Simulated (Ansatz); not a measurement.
Take W in the bcc (W type) structure (space group Im-3m, No. 229; a = 3.154 Å) as the base.

The values are results of DFT with PBEsol, PAW potentials and a 420 eV plane-wave cutoff in Ansatz (a program for electronic structure), no spin-orbit coupling, not measurements.

Base values:

| Item | Value |
|---|---|
| Lattice parameter a | 3.154 Å |
| Band gap | zero |

The change: every W is replaced by Mo; the structure is relaxed again.

Tabulated Pauling electronegativity and covalent radius: W 2.36, 1.62 Å; Mo 2.16, 1.54 Å.

Task: What does the calculation give for the lattice parameter a and band gap after the change?

Result: The lattice parameter a drops by 0.0247 Å (3.154 Å → 3.130 Å); the band gap is still zero.

Whether these cells are dynamically stable was not tested. The final runs are not spin-polarised.
